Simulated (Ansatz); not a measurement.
Consider the following.

```yaml
crystal:
  lattice:
    - [0.00000, 2.62699, 2.62699]
    - [2.62699, 0.00000, 2.62699]
    - [2.62699, 2.62699, 0.00000]
  atoms:
    - { symbol: S, position: [0.00000, 0.00000, 0.00000] }
    - { symbol: Mg, position: [0.50000, 0.50000, 0.50000] }
```

No spin polarisation.

Computed with Ansatz (an electronic-structure program) PBE, without spin-orbit coupling. Γ-centred 11×11×11 mesh, Fermi–Dirac width 0.05 eV.

Problem. Estimate the gap character.

Solution. Indirect, Γ → X.

Problem. What is the computed band gap?

Solution. 2.73 eV.

Problem. Estimate the electron mass.

Solution. 0.52 mₑ along k, 0.29 mₑ across (at X).

Load acts through the strain it causes; cell and atoms are relaxed under it. Masses are band curvatures over ±0.01 Å⁻¹ around the edge. Along k means along the line from Γ to the band edge. Whether these cells are dynamically stable was not tested. The cell was made from MgS in the rock salt structure (space group Fm-3m, No. 225) by this change: pressure −1 GPa.
